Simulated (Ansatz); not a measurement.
**Worked sum: surface energy of the Si(111) slab with 2 Cl, the mean of its two faces, with the listed reservoirs for the atoms in excess**

This concerns the surface energy of the Si(111) slab with 2 Cl, the mean of its two faces, with the listed reservoirs for the atoms in excess. Reaction: 10 Si (diamond) + Cl2 (gas) → cell A.

A: a slab of Si (diamond, Fd-3m) cut along (111), 12 atoms, hexagonal cell of 3.87 Å (13.0 Å²), symmetry P-3m1, 17.5 Å thick under 16 Å of vacuum, in-plane vectors held at the crystal's; planes from bottom to top: Cl | Si × 10 | Cl; added, foreign or displaced atoms, above the top plane and below the bottom plane: two times Cl bound to 1 Si at 2.08 Å; spin state with PBE: run without spin.

Method: Ansatz (a quantum-chemistry and plane-wave program), PAW, neutral cells at 0 K with nuclei at rest, on structures from PBE. Ansatz runs with its default PAW set. Other levels take these structures. The lattices are those relaxed with PBE, so at other levels the solids can be strained, which adds to the spread. A dispersion term (D3(BJ), or D4 for r2SCAN) was computed beside these levels and is taken off wherever the name lacks it. Cell A has symmetry P-3m1 and got no random move, so less symmetric positions, which may lie lower, weren't tried.

Total energies of the cells in eV, at zero smearing width. They compare only within one column; the weights balance every element.

| cell | atoms | weight | r2SCAN | RPBE |
|---|---|---|---|---|
| A: Si(111) slab with 2 Cl | 12 | +1 | -8560.85829 | -8558.36430 |
| Si (diamond) | 2 | −5 | -1278.12961 | -1277.80320 |
| Cl2 (gas) | 2 | −1 | -2167.03331 | -2166.61721 |

r2SCAN: (-8560.85829) − 5 × (-1278.12961) − (-2167.03331) = -3.1770 eV; dividing by 2 × 12.956 Å² and converting at 16.022 J/m² per eV/Å² gives -1.96 J/m².

RPBE: (-8558.36430) − 5 × (-1277.80320) − (-2166.61721) = -2.7311 eV; dividing by 2 × 12.956 Å² and converting at 16.022 J/m² per eV/Å² gives -1.69 J/m².
